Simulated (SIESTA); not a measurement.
Band structure of CdAu (Pm-3m, 2 atoms in the cell).

```
CdAu
1.0
    3.33811     0.00000     0.00000
    0.00000     3.33811     0.00000
    0.00000     0.00000     3.33811
Cd Au
1 1
Cartesian
  0.00000   0.00000   0.00000
  1.66905   1.66905   1.66905
```

Method: GGA PBEsol, numerical atomic orbitals DZP, PseudoDojo PBEsol standard norm-conserving potentials (rewritten from UPF to PSML) (SIESTA).

Settings: XC.functional = GGA; XC.authors = PBEsol; potentials = PseudoDojo PBEsol standard; PAO.BasisSize = DZP; PAO.EnergyShift = 0.005 Ry; MeshCutoff = 300 Ry; kgrid.MonkhorstPack = 7 7 7; OccupationFunction = MP; OccupationMPOrder = 0; ElectronicTemperature = 3156.43 K; MaxSCFIterations = 150; SCF.Mixer.Method = Pulay; SCF.Mixer.Weight = 0.2; SCF.Mixer.History = 8.

The starting cell comes from a database of computed structures (which also holds hypothetical and non-ambient phases and stackings), without a prior relaxation at this level. Its lattice was rescaled by a random factor within 2.5 % of one. Spin-orbit coupling is off. Values carry the incompleteness of an atom-centred basis.

Levels in eV from the Fermi level, bands 16 to 21:
```json
[
 {"point": "Γ", "16": "-5.13", "17": "-3.86", "18": "-3.86", "19": "-3.86", "20": "5.05", "21": "5.05"},
 {"point": "X", "16": "-4.93", "17": "-4.80", "18": "-4.80", "19": "-4.09", "20": "-2.80", "21": "11.38"},
 {"point": "M", "16": "-4.03", "17": "-4.03", "18": "-3.46", "19": "-1.75", "20": "-1.75", "21": "0.33"},
 {"point": "R", "16": "-5.90", "17": "-3.43", "18": "-3.43", "19": "2.08", "20": "3.14", "21": "3.89"}
]
```

Bands cross the Fermi level along this path, so the cell is metallic at this level.

Higher empty bands are left out: an atom-centred basis made for the valence describes them poorly.
